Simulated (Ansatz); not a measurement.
Base system: Ge (space group Im-3m, No. 229; a model cell, its experimental status unchecked).

```cif
data_Ge12
_chemical_formula_sum 'Ge12'
_space_group_name_H-M_alt 'Im-3m'
_space_group_IT_number 229
_space_group_name_Hall '-I 4 2 3'
_cell_length_a 7.00537
_cell_length_b 7.00537
_cell_length_c 7.00537
_cell_angle_alpha 90.000
_cell_angle_beta 90.000
_cell_angle_gamma 90.000
loop_
_atom_site_label
_atom_site_type_symbol
_atom_site_symmetry_multiplicity
_atom_site_Wyckoff_symbol
_atom_site_fract_x
_atom_site_fract_y
_atom_site_fract_z
_atom_site_occupancy
Ge1 Ge 12 d 0.00000 0.25000 0.50000 1
```
(The calculation used a cell of 6 atoms; values per cell refer to that cell.)

All numbers come from PBEsol/PAW in Ansatz (a first-principles code), scalar-relativistic without spin-orbit coupling.

For the base:

| Quantity | Value |
|---|---|
| Lattice parameter a | 7.005 Å |

The change: a hydrostatic pressure of 10 GPa.

### Question
What happens to the lattice parameter a?

### Answer
The lattice parameter a drops by 0.324 Å (7.005 Å → 6.681 Å).

Load acts through the strain it causes; cell and atoms are relaxed under it. Stability against distortions was not tested. No other phases were tried under pressure. This is not the structure that Ge has at room temperature and ambient pressure.
